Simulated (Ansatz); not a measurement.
Start from BAs (space group P4_2/mnm, No. 136; a = 5.837 Å, c = 3.362 Å; a hypothetical phase, not in the database extracts checked).

Levels (all Ansatz, a quantum-chemistry and plane-wave program, PAW): PBEsol (420 eV, no SOC); PBEsol+SOC (420 eV, spin-orbit coupling included).

The geometry is relaxed with PBEsol.

PBEsol valence-band top at Γ: 0.00, 0.00, -0.29 eV
PBEsol gap character: indirect, Γ → k = (0, 0, 0.300) in the run's primitive reciprocal basis
PBEsol electron mass: 0.45 mₑ along k, 0.34 mₑ across (off the special points)
PBEsol lowest conduction level above the VBM at special points: Γ 1.08 eV; A 1.09 eV; R 1.44 eV; Z 1.69 eV

With PBEsol+SOC at the same geometry, the valence-band top at Γ (three highest Kramers pairs, from the VBM) changes from 0.00, 0.00, -0.29 eV to 0.00, -0.10, -0.40 eV; the gap character is still indirect, Γ → k = (0, 0, 0.300) in the run's primitive reciprocal basis; the electron mass is still 0.45 mₑ along k, 0.34 mₑ across (off the special points); the lowest conduction level above the VBM at special points changes from Γ 1.08 eV; A 1.09 eV; R 1.44 eV; Z 1.69 eV to Γ 1.01 eV; A 1.03 eV; R 1.37 eV; Z 1.62 eV.

Single points use the geometry relaxed with PBEsol. Differences between runs with and without spin-orbit coupling are approximate. Effective masses come from finite differences of ±0.01 Å⁻¹. Along k means along the line from Γ to the band edge. No phonon test of stability was made.
